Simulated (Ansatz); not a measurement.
Base system: TaTlO3 in the cubic perovskite structure (space group Pm-3m, No. 221; a = 4.0336 Å; a cell from a computed database, its experimental status unchecked). Axes: x, y, z lie along the cube axes.

Perturbation: compressive biaxial strain of 3.75 % in the plane normal to [110], as in epitaxy on a mismatched substrate; the out-of-plane cell vector and the atoms relax.

Levels (all Ansatz, a quantum-chemistry and plane-wave program, PAW): PBEsol (420 eV, no spin-orbit coupling); r2SCAN (500 eV, scalar-relativistic without spin-orbit coupling); HSE06 (420 eV, no spin-orbit coupling).

At the geometry relaxed with PBEsol, these levels gave the following band gaps, in shuffled order: (a) 0.19 eV, (b) 0.50 eV, (c) 0.99 eV.

Task: Match each gap to its level.

Result: (a) PBEsol; (b) r2SCAN; (c) HSE06.

Single points use the geometry relaxed with PBEsol. HSE06 gaps are upper bounds (no full band path). Spin-orbit coupling, missing from the scalar runs, can matter with Ta and Tl. Stability against distortions was not tested. Many cubic perovskites are stable only at high temperature; tilts and polar distortions were not tested. The zero or small gap of TaTlO3 under biaxial strain −3.75 %, plane normal [110], relaxed out of plane can change with the level of theory.
